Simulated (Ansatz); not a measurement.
## Several settings converged on the (001) slab of KCaF3 (cut from a parent of space group no. 221; 10 atoms in the cell)

```yaml
crystal:
  lattice:
    - [4.46828, 0.00000, 0.00000]
    - [0.00000, 4.46828, 0.00000]
    - [0.00000, 0.00000, 20.70241]
  atoms:
    - { symbol: K, position: [0.50000, 0.50000, 0.33813] }
    - { symbol: Ca, position: [0.00000, 0.00000, 0.44604] }
    - { symbol: F, position: [0.00000, 0.50000, 0.44604] }
    - { symbol: F, position: [0.50000, 0.00000, 0.44604] }
    - { symbol: F, position: [0.00000, 0.00000, 0.33813] }
    - { symbol: K, position: [0.50000, 0.50000, 0.55395] }
    - { symbol: Ca, position: [0.00000, 0.00000, 0.66187] }
    - { symbol: F, position: [0.00000, 0.50000, 0.66187] }
    - { symbol: F, position: [0.50000, 0.00000, 0.66187] }
    - { symbol: F, position: [0.00000, 0.00000, 0.55395] }
```

Base method: PBEsol, default PAW files made with PBE (plane waves; Ansatz, an electronic-structure program).

Base settings: basis.ecutwfc = 420 eV; kpoints.mp_grid.grid = 5 5 1; hamiltonian.xc = pbesol; hamiltonian.pseudopotentials = {kind: paw} (the program's default PAW files); scf.occupations.method = fermi_dirac; scf.occupations.width = 0.05 eV.

The count of work is k-points × plane waves × bands × iterations; it is no time. Core times come from one kind of shared machine, to one figure; runs under 30 s give none.

**The vacuum**

The mesh stays at the base's, so the ladder's end is converged at best in this setting alone.

Only quantities that move along the ladder and can be compared are tabulated.

| vacuum between outermost atoms (Å) | free energy less the last step's (meV/atom) | largest difference of a force vector from the last step's (eV/Å) | gap on the mesh (eV) | count of work / last |
|---|---|---|---|---|
| 3.0 | -51.46 | 0.626 | 5.591 | 0.27 |
| 4.0 | -13.30 | 0.162 | 5.114 | 0.38 |
| 5.0 | -3.59 | 0.107 | 4.947 | 0.41 |
| 6.0 | -1.13 | 0.094 | 4.940 | 0.34 |
| 7.0 | -0.53 | 0.081 | 5.001 | 0.37 |
| 8.0 | -0.40 | 0.070 | 5.074 | 0.40 |
| 10.0 | -0.25 | 0.053 | 5.159 | 0.46 |
| 12.0 | -0.20 | 0.041 | 5.178 | 0.51 |
| 14.0 | -0.12 | 0.032 | 5.176 | 0.57 |
| 17.0 | -0.13 | 0.022 | 5.163 | 0.64 |
| 20.0 | -0.04 | 0.015 | 5.141 | 0.73 |
| 25.0 | -0.04 | 0.006 | 5.107 | 0.87 |
| 30.0 | 0.00 | 0.000 | 5.084 | 1.0 |

State of the gap on the mesh at the end of the ladder: still drifting one way, by 0.057 eV over the last two steps, so the last step is no safe reference.

Smallest vacuum between outermost atoms (Å) that holds the free energy within 5 meV/atom of the last step, with all finer ones: 5.0, at 0.41 of the last step's count of work; the step before is off by 13 meV/atom.

**The k-point mesh**

Only quantities that move along the ladder and can be compared are tabulated.

```tsv
kpoints.mp_grid.grid	free energy less the last step's (meV/atom)	largest difference of a force vector from the last step's (eV/Å)	gap on the mesh (eV)	count of work / last	core time / last (rough)
2 2 1	9.15	0.008	5.137	0.083	–
3 3 1	0.38	0.001	5.181	0.083	–
4 4 1	0.01	0.000	5.157	0.17	–
5 5 1	0.04	0.000	5.176	0.17	–
6 6 1	0.00	0.000	5.157	0.28	–
8 8 1	0.00	0.000	5.157	0.42	0.4
9 9 1	-0.01	0.000	5.170	0.42	–
10 10 1	0.00	0.000	5.157	0.58	0.5
12 12 1	0.00	0.000	5.157	0.78	0.7
14 14 1	0.00	0.000	5.157	1.0	1
```

Coarsest kpoints.mp_grid.grid that holds the free energy within 0.5 meV/atom of the last step, with all finer ones: 3 3 1, at 0.083 of the last step's count of work; the step before is off by 9.1 meV/atom.

Coarsest kpoints.mp_grid.grid that holds the forces within 0.005 eV/Å of the last step, with all finer ones: 3 3 1, at 0.083 of the last step's count of work; the step before is off by 0.008 eV/Å.

The gap on the mesh jumps up and down from mesh to mesh; it is no smooth measure of convergence.

**The depth of the slab**

On a (001) slab of KCaF3 (cut from a parent of space group no. 221; 5 atoms in the cell), and deeper slabs.

The mesh stays at the base's, so the ladder's end is converged at best in this setting alone.

Only quantities that move along the ladder and can be compared are tabulated.

| atoms | gap on the mesh (eV) | count of work / last |
|---|---|---|
| 5 | 5.110 | 0.047 |
| 10 | 5.176 | 0.12 |
| 15 | 5.169 | 0.22 |
| 20 | 5.161 | 0.39 |
| 25 | 5.154 | 0.57 |
| 35 | 5.144 | 1.0 |

Smallest size that holds the gap on the mesh within 0.02 eV: not settled: the last two steps still differ by 0.010 eV, over half the tolerance, so the ladder does not show it.

On the base run: the starting cell comes from a database of computed structures (which also holds hypothetical and non-ambient phases and stackings), without a prior relaxation at this level. The slab is cut from that crystal, and its faces are unrelaxed. Its lattice was rescaled by up to half a per cent. Spin polarisation is off, though cut faces can carry moments; a gap of a slab can lie between surface states. The two faces of this cut differ, and no dipole correction was used.

Left out of this page: 1 run of the series outside the window shown, repeating another row's setting, or not comparable.

Keys are those of Ansatz 0.2.
